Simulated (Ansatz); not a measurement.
The starting structures come from a database of crystals and need not be the phases stable at ambient conditions.

 Where the default PAW files enter, the runs use the earlier of Ansatz's two default sets.

Data:

```xyz
2
Lattice="4.5707 0.0000 0.0000 -2.2854 3.9584 0.0000 2.2854 -1.3195 3.7320" Properties=species:S:1:pos:R:3 pbc="T T T"
Mg     0.0000     0.0000     0.0000
Te     4.5707     0.0000     2.7990
```

Space group of this cell: F-43m, zinc blende. The cell is taken as given.

The current runs along the normal of the first two printed vectors, the (111) plane. All runs by Ansatz (a first-principles code), plane waves and PAW, without spin-orbit coupling; the base is PBEsol.

```json
[
 {"run": "base", "mean pressure (GPa)": "-0.4", "gap (eV)": "2.30", "mid-gap κ (1/Å)": "0.150"},
 {"run": "all lengths scaled by 0.98", "mean pressure (GPa)": "2.0", "gap (eV)": "?", "mid-gap κ (1/Å)": "?"},
 {"run": "all lengths scaled by 1.02", "mean pressure (GPa)": "-2.2", "gap (eV)": "?", "mid-gap κ (1/Å)": "?"},
 {"run": "lda in place of pbesol", "mean pressure (GPa)": "-1.6", "gap (eV)": "2.18", "mid-gap κ (1/Å)": "0.144"},
 {"run": "lengths across the current scaled by 0.98, ions clamped", "mean pressure (GPa)": "1.1", "gap (eV)": "2.44", "mid-gap κ (1/Å)": "0.155"},
 {"run": "lengths across the current scaled by 1.02, ions clamped", "mean pressure (GPa)": "-1.7", "gap (eV)": "2.09", "mid-gap κ (1/Å)": "0.145"},
 {"run": "lengths along the current scaled by 0.97, ions clamped", "mean pressure (GPa)": "0.8", "gap (eV)": "2.36", "mid-gap κ (1/Å)": "0.156"},
 {"run": "lengths along the current scaled by 1.03, ions clamped", "mean pressure (GPa)": "-1.3", "gap (eV)": "?", "mid-gap κ (1/Å)": "0.144"}
]
```

Fill in the missing entries.


- all lengths scaled by 0.98, gap (eV): 2.56
- all lengths scaled by 0.98, mid-gap κ (1/Å): 0.160
- all lengths scaled by 1.02, gap (eV): 2.05
- all lengths scaled by 1.02, mid-gap κ (1/Å): 0.141
- lengths along the current scaled by 1.03, ions clamped, gap (eV): 2.13
